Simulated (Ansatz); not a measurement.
Random Si-Ge alloy, 4x4x4 cubic cells, lattice parameter by Vegard's rule

Prepared with LAMMPS with Tersoff's 1989 multicomponent potential (SiCGe.tersoff): minimisation. Geometry as solved with PBE, support functions at accuracy medium on the grid of 370 eV in Ansatz (an electronic-structure program).

```xyz
512
Lattice="22.60 0.00 0.00 0.00 22.60 0.00 0.00 0.00 22.60" Properties=species:S:1:pos:R:3 pbc="T T T"
Ge    -0.02    -0.04     0.02
Ge     1.42     1.39     1.47
Ge     2.84     2.82     0.02
Ge     4.26     4.25     1.46
Si     2.84    -0.01     2.85
Ge     4.27     1.40     4.25
Si     0.02     2.82     2.85
Ge     1.42     4.25     4.21
Si     0.01     0.03     5.67
Ge     1.39     1.43     7.09
Ge     2.86     2.86     5.69
Si     4.23     4.24     7.15
Ge     2.86     0.01     8.51
Si     4.23     1.48     9.89
Si     0.03     2.88     8.51
Si     1.43     4.25     9.87
Ge    -0.02    -0.03    11.28
Ge     1.42     1.44    12.66
Si     2.81     2.86    11.23
Ge     4.20     4.28    12.65
Ge     2.79     0.00    14.14
Ge     4.24     1.42    15.53
Ge    -0.03     2.82    14.14
Ge     1.42     4.30    15.53
Si    -0.02    -0.01    16.88
Ge     1.40     1.37    18.31
Ge     2.85     2.87    16.97
Si     4.29     4.26    18.35
Ge     2.83    -0.06    19.74
Ge     4.26     1.43    21.13
Ge     0.00     2.82    19.75
Ge     1.43     4.24    21.18
Ge     0.02     5.68     0.04
Si     1.40     7.07     1.49
Ge     2.76     8.47     0.05
Ge     4.21     9.90     1.46
Si     2.80     5.67     2.80
Ge     4.20     7.03     4.24
Si     0.01     8.45     2.85
Ge     1.37     9.90     4.27
Ge     0.01     5.71     5.65
Si     1.45     7.05     7.10
Ge     2.83     8.48     5.71
Si     4.28     9.88     7.09
Si     2.82     5.65     8.50
Si     4.24     7.05     9.84
Ge     0.00     8.47     8.44
Ge     1.39     9.90     9.92
Si     0.03     5.61    11.26
Ge     1.42     7.01    12.69
Ge     2.87     8.47    11.30
Si     4.23     9.93    12.71
Si     2.84     5.67    14.12
Si     4.23     7.01    15.51
Ge    -0.05     8.47    14.09
Ge     1.45     9.92    15.45
Si    -0.06     5.69    16.89
Ge     1.35     7.06    18.33
Ge     2.83     8.45    16.89
Ge     4.22     9.93    18.32
Ge     2.85     5.64    19.73
Ge     4.23     7.07    21.21
Si     0.00     8.48    19.76
Ge     1.39     9.91    21.15
Si     0.00    11.30     0.00
Ge     1.39    12.66     1.47
Ge     2.78    14.11     0.00
Ge     4.19    15.55     1.43
Si     2.83    11.30     2.89
Si     4.25    12.63     4.27
Si    -0.03    14.09     2.85
Ge     1.41    15.54     4.18
Si    -0.09    11.30     5.65
Ge     1.37    12.68     7.03
Ge     2.84    14.08     5.60
Ge     4.27    15.48     7.07
Ge     2.84    11.28     8.46
Ge     4.24    12.72     9.92
Ge    -0.01    14.08     8.54
Si     1.40    15.49     9.93
Si    -0.01    11.31    11.34
Si     1.40    12.71    12.70
Si     2.76    14.10    11.30
Ge     4.17    15.50    12.71
Si     2.85    11.35    14.06
Si     4.22    12.68    15.53
Si     0.03    14.11    14.08
Ge     1.37    15.54    15.54
Ge     0.01    11.31    16.92
Ge     1.39    12.73    18.40
Ge     2.86    14.12    16.95
Si     4.25    15.56    18.36
Si     2.81    11.31    19.75
Ge     4.22    12.73    21.13
Si    -0.05    14.16    19.74
Ge     1.40    15.55    21.11
Ge     0.01    16.98    -0.02
Si     1.45    18.36     1.39
Si     2.83    19.69    -0.01
Ge     4.20    21.14     1.42
Si     2.78    16.98     2.79
Ge     4.22    18.36     4.20
Ge     0.03    19.78     2.77
Ge     1.41    21.23     4.26
Ge     0.03    16.96     5.68
Si     1.44    18.35     7.08
Ge     2.84    19.79     5.70
Si     4.26    21.23     7.05
Ge     2.79    16.88     8.48
Ge     4.22    18.35     9.87
Ge     0.06    19.77     8.48
Si     1.42    21.19     9.89
Ge     0.01    16.92    11.34
Si     1.40    18.37    12.71
Ge     2.79    19.77    11.30
Ge     4.25    21.17    12.74
Ge     2.81    17.01    14.14
Si     4.25    18.40    15.53
Ge     0.00    19.78    14.10
Si     1.36    21.21    15.52
Si    -0.04    16.90    17.00
Ge     1.40    18.31    18.37
Ge     2.80    19.79    16.91
Si     4.22    21.15    18.34
Si     2.87    16.93    19.75
Si     4.19    18.34    21.16
Si    -0.02    19.71    19.77
Ge     1.40    21.09    21.20
Ge     5.64    -0.01     0.01
Ge     7.05     1.41     1.47
Ge     8.44     2.84     0.00
Ge     9.86     4.28     1.45
Si     8.47    -0.01     2.85
Ge     9.85     1.39     4.28
Si     5.65     2.83     2.86
Ge     7.08     4.23     4.24
Si     5.65     0.01     5.70
Si     6.99     1.46     7.05
Si     8.42     2.79     5.67
Ge     9.85     4.19     7.05
Ge     8.44     0.04     8.42
Ge     9.89     1.42     9.87
Si     5.62     2.83     8.49
Si     6.98     4.22     9.89
Ge     5.63     0.08    11.31
Si     7.08     1.44    12.70
Ge     8.46     2.87    11.30
Si     9.91     4.24    12.70
Ge     8.47     0.05    14.13
Si     9.93     1.42    15.51
Ge     5.66     2.83    14.07
Ge     7.06     4.26    15.53
Ge     5.64    -0.03    16.98
Ge     7.06     1.46    18.38
Ge     8.54     2.84    16.93
Si     9.92     4.25    18.34
Ge     8.49    -0.01    19.77
Ge     9.93     1.42    21.21
Si     5.66     2.89    19.75
Si     7.05     4.22    21.16
Ge     5.72     5.65     0.01
Si     7.12     7.06     1.43
Si     8.46     8.44     0.03
Ge     9.87     9.84     1.39
Si     8.47     5.71     2.86
Si     9.84     7.07     4.27
Ge     5.67     8.44     2.83
Ge     7.06     9.87     4.32
Ge     5.62     5.62     5.70
Ge     7.05     7.10     7.08
Si     8.50     8.46     5.68
Si     9.83     9.85     7.08
Ge     8.42     5.61     8.52
Ge     9.88     7.02     9.94
Si     5.61     8.47     8.48
Ge     7.03     9.88     9.88
Si     5.61     5.66    11.21
Ge     7.03     7.07    12.63
Si     8.46     8.48    11.28
Ge     9.85     9.84    12.76
Ge     8.50     5.66    14.07
Ge     9.94     7.07    15.53
Ge     5.61     8.50    14.13
Si     7.03     9.92    15.52
Si     5.60     5.64    16.91
Ge     7.01     7.03    18.31
Ge     8.44     8.50    16.91
Ge     9.85     9.92    18.37
Ge     8.47     5.60    19.75
Ge     9.86     7.06    21.21
Ge     5.64     8.50    19.76
Ge     7.11     9.87    21.19
Ge     5.63    11.30    -0.01
Ge     7.03    12.73     1.42
Ge     8.45    14.15    -0.02
Ge     9.87    15.57     1.42
Ge     8.46    11.28     2.83
Ge     9.89    12.70     4.25
Ge     5.61    14.12     2.90
Si     7.07    15.54     4.23
Si     5.62    11.29     5.70
Si     7.02    12.66     7.07
Ge     8.41    14.10     5.66
Ge     9.91    15.55     7.02
Si     8.42    11.26     8.41
Ge     9.84    12.65     9.83
Si     5.67    14.06     8.47
Ge     7.05    15.51     9.84
Si     5.62    11.26    11.32
Ge     7.03    12.65    12.72
Ge     8.46    14.10    11.30
Ge     9.86    15.56    12.75
Si     8.43    11.26    14.14
Ge     9.85    12.69    15.51
Ge     5.63    14.12    14.16
Si     7.05    15.56    15.52
Si     5.63    11.30    16.88
Ge     7.00    12.70    18.36
Ge     8.44    14.16    16.94
Ge     9.89    15.61    18.34
Si     8.45    11.32    19.77
Ge     9.88    12.70    21.17
Si     5.60    14.16    19.72
Ge     7.05    15.56    21.10
Ge     5.62    16.97    -0.02
Ge     7.05    18.35     1.47
Ge     8.51    19.73     0.00
Ge     9.90    21.22     1.42
Si     8.45    16.91     2.86
Ge     9.86    18.34     4.25
Si     5.64    19.78     2.84
Ge     7.06    21.19     4.27
Ge     5.69    16.95     5.64
Si     7.08    18.40     7.01
Si     8.47    19.76     5.66
Ge     9.91    21.16     7.05
Ge     8.47    17.00     8.42
Ge     9.91    18.42     9.86
Ge     5.64    19.78     8.41
Ge     7.03    21.21     9.87
Ge     5.63    16.92    11.30
Ge     7.05    18.34    12.78
Ge     8.45    19.79    11.32
Ge     9.90    21.20    12.72
Si     8.47    16.94    14.20
Si     9.87    18.32    15.57
Si     5.63    19.75    14.15
Ge     7.07    21.13    15.54
Ge     5.66    16.97    16.94
Si     7.10    18.36    18.35
Si     8.48    19.70    16.94
Ge     9.88    21.17    18.27
Si     8.48    17.01    19.75
Si     9.88    18.34    21.15
Ge     5.61    19.72    19.73
Ge     7.06    21.14    21.18
Si    11.32     0.00     0.00
Ge    12.73     1.37     1.43
Ge    14.12     2.85    -0.02
Ge    15.55     4.29     1.42
Si    14.14     0.00     2.86
Si    15.48     1.40     4.28
Ge    11.29     2.82     2.85
Ge    12.77     4.22     4.27
Ge    11.38     0.00     5.66
Si    12.80     1.40     7.08
Si    14.17     2.80     5.70
Si    15.54     4.22     7.06
Si    14.16     0.01     8.47
Si    15.53     1.41     9.87
Ge    11.35     2.80     8.44
Ge    12.73     4.24     9.92
Ge    11.36    -0.02    11.26
Ge    12.73     1.47    12.71
Si    14.17     2.80    11.26
Ge    15.56     4.22    12.65
Ge    14.12     0.00    14.16
Si    15.58     1.37    15.54
Si    11.24     2.82    14.09
Ge    12.65     4.21    15.52
Si    11.29     0.01    16.87
Ge    12.71     1.35    18.33
Ge    14.15     2.78    16.91
Ge    15.59     4.22    18.34
Si    14.12    -0.02    19.76
Ge    15.53     1.42    21.11
Ge    11.33     2.86    19.74
Si    12.72     4.24    21.17
Ge    11.34     5.63    -0.01
Ge    12.77     7.03     1.46
Ge    14.15     8.48    -0.02
Ge    15.54     9.95     1.43
Si    14.17     5.65     2.88
Si    15.55     7.00     4.27
Ge    11.28     8.43     2.85
Ge    12.73     9.89     4.23
Ge    11.28     5.67     5.65
Si    12.69     7.06     7.05
Ge    14.14     8.42     5.66
Ge    15.56     9.86     7.11
Ge    14.14     5.66     8.44
Ge    15.61     7.08     9.90
Ge    11.29     8.45     8.46
Ge    12.76     9.87     9.89
Si    11.30     5.62    11.34
Ge    12.71     7.09    12.68
Si    14.17     8.47    11.29
Si    15.56     9.85    12.64
Ge    14.11     5.62    14.10
Ge    15.56     7.01    15.53
Si    11.33     8.48    14.13
Si    12.71     9.85    15.49
Si    11.28     5.63    16.97
Ge    12.70     7.04    18.36
Ge    14.11     8.47    16.91
Ge    15.57     9.89    18.36
Ge    14.17     5.65    19.82
Si    15.59     7.07    21.19
Ge    11.30     8.50    19.80
Si    12.74     9.88    21.19
Ge    11.35    11.28     0.01
Si    12.74    12.70     1.43
Ge    14.11    14.12     0.00
Ge    15.54    15.59     1.41
Si    14.11    11.34     2.83
Si    15.52    12.69     4.20
Ge    11.33    14.12     2.81
Ge    12.74    15.60     4.22
Ge    11.27    11.25     5.70
Ge    12.76    12.67     7.08
Ge    14.17    14.12     5.63
Si    15.54    15.52     7.06
Si    14.15    11.27     8.49
Ge    15.57    12.65     9.88
Ge    11.31    14.10     8.47
Ge    12.73    15.53     9.91
Ge    11.28    11.27    11.31
Ge    12.73    12.72    12.72
Ge    14.20    14.13    11.32
Si    15.59    15.56    12.71
Ge    14.15    11.22    14.09
Ge    15.56    12.68    15.54
Ge    11.31    14.15    14.16
Si    12.70    15.58    15.56
Ge    11.33    11.27    16.91
Ge    12.73    12.72    18.36
Ge    14.14    14.17    16.94
Si    15.54    15.53    18.37
Ge    14.16    11.31    19.83
Si    15.57    12.72    21.23
Ge    11.30    14.17    19.78
Si    12.72    15.53    21.19
Ge    11.33    16.98    -0.02
Si    12.73    18.36     1.43
Ge    14.13    19.78     0.06
Si    15.49    21.22     1.46
Si    14.13    17.01     2.81
Si    15.51    18.35     4.22
Ge    11.35    19.78     2.84
Si    12.77    21.21     4.22
Si    11.30    16.96     5.63
Ge    12.68    18.38     7.05
Ge    14.16    19.81     5.64
Si    15.54    21.24     7.08
Ge    14.14    16.93     8.45
Ge    15.53    18.37     9.93
Si    11.34    19.82     8.49
Si    12.77    21.19     9.83
Ge    11.29    16.98    11.31
Ge    12.73    18.42    12.71
Si    14.10    19.82    11.26
Ge    15.54    21.22    12.64
Ge    14.13    16.92    14.11
Ge    15.54    18.36    15.55
Ge    11.28    19.77    14.20
Si    12.69    21.20    15.56
Si    11.32    16.98    16.92
Si    12.68    18.33    18.33
Ge    14.08    19.79    16.97
Ge    15.57    21.20    18.37
Ge    14.10    16.93    19.74
Ge    15.56    18.35    21.18
Ge    11.29    19.73    19.74
Ge    12.71    21.19    21.18
Ge    16.89    -0.02     0.02
Ge    18.34     1.40     1.44
Ge    19.75     2.84     0.02
Ge    21.20     4.23     1.46
Ge    19.79    -0.04     2.82
Ge    21.21     1.41     4.24
Ge    16.91     2.82     2.89
Ge    18.33     4.29     4.31
Si    16.86     0.03     5.67
Ge    18.26     1.43     7.09
Ge    19.76     2.82     5.68
Ge    21.20     4.24     7.10
Ge    19.74     0.01     8.50
Ge    21.19     1.47     9.87
Si    16.87     2.86     8.51
Si    18.27     4.23     9.88
Si    16.96     0.05    11.26
Si    18.34     1.38    12.68
Ge    19.70     2.85    11.30
Ge    21.16     4.29    12.70
Ge    19.76    -0.01    14.10
Si    21.17     1.39    15.54
Ge    16.96     2.77    14.11
Ge    18.40     4.24    15.52
Si    16.97     0.03    16.93
Si    18.35     1.44    18.29
Si    19.77     2.77    16.91
Ge    21.17     4.22    18.27
Ge    19.73     0.02    19.71
Ge    21.16     1.41    21.18
Si    16.99     2.79    19.71
Ge    18.31     4.24    21.17
Si    16.95     5.69    -0.01
Si    18.34     7.03     1.39
Ge    19.73     8.47     0.02
Ge    21.23     9.88     1.42
Ge    19.77     5.71     2.86
Si    21.20     7.12     4.24
Ge    16.94     8.41     2.82
Ge    18.37     9.88     4.22
Si    16.91     5.67     5.72
Si    18.31     7.07     7.07
Ge    19.78     8.47     5.69
Si    21.17     9.91     7.08
Ge    19.69     5.64     8.49
Ge    21.19     7.03     9.90
Si    17.02     8.49     8.49
Si    18.38     9.88     9.86
Si    17.00     5.65    11.30
Si    18.38     7.02    12.69
Ge    19.77     8.49    11.32
Si    21.20     9.91    12.69
Si    19.77     5.71    14.11
Si    21.14     7.07    15.52
Ge    16.96     8.45    14.05
Ge    18.37     9.87    15.54
Si    16.98     5.63    16.93
Ge    18.34     7.08    18.33
Si    19.77     8.44    16.91
Ge    21.18     9.83    18.32
Ge    19.77     5.64    19.74
Ge    21.19     7.09    21.17
Si    16.93     8.45    19.78
Ge    18.29     9.90    21.18
Si    16.95    11.35     0.01
Si    18.37    12.72     1.35
Si    19.72    14.12    -0.02
Ge    21.18    15.47     1.39
Ge    19.79    11.36     2.81
Si    21.20    12.74     4.27
Ge    16.95    14.07     2.80
Ge    18.37    15.47     4.28
Ge    16.93    11.31     5.63
Ge    18.44    12.69     7.07
Si    19.82    14.10     5.66
Ge    21.15    15.54     7.11
Si    19.81    11.25     8.52
Si    21.19    12.63     9.91
Ge    16.97    14.14     8.46
Ge    18.36    15.58     9.92
Si    16.96    11.21    11.26
Ge    18.34    12.66    12.66
Ge    19.82    14.09    11.28
Si    21.22    15.46    12.72
Ge    19.80    11.29    14.11
Ge    21.20    12.78    15.52
Ge    16.98    14.13    14.12
Si    18.39    15.51    15.55
Si    16.97    11.29    16.95
Ge    18.37    12.74    18.31
Si    19.79    14.18    16.94
Si    21.15    15.54    18.37
Ge    19.78    11.29    19.76
Ge    21.19    12.74    21.21
Ge    16.95    14.15    19.80
Si    18.39    15.55    21.20
Si    16.98    16.92    -0.05
Ge    18.34    18.34     1.38
Ge    19.81    19.75    -0.04
Si    21.17    21.15     1.40
Ge    19.76    16.91     2.82
Ge    21.20    18.36     4.22
Ge    16.89    19.77     2.82
Ge    18.30    21.21     4.28
Ge    16.90    16.94     5.65
Ge    18.35    18.36     7.10
Ge    19.77    19.78     5.65
Ge    21.21    21.22     7.06
Si    19.75    16.97     8.50
Ge    21.16    18.38     9.90
Ge    16.95    19.85     8.51
Si    18.36    21.22     9.95
Si    16.94    16.96    11.34
Ge    18.39    18.36    12.69
Si    19.76    19.81    11.30
Si    21.15    21.16    12.69
Ge    19.80    16.87    14.11
Ge    21.20    18.32    15.55
Ge    16.97    19.81    14.13
Si    18.34    21.23    15.55
Ge    16.97    16.90    16.96
Ge    18.38    18.33    18.42
Ge    19.74    19.78    16.93
Ge    21.23    21.18    18.34
Si    19.80    16.91    19.81
Si    21.19    18.34    21.14
Si    16.94    19.75    19.77
Ge    18.33    21.16    21.16
```
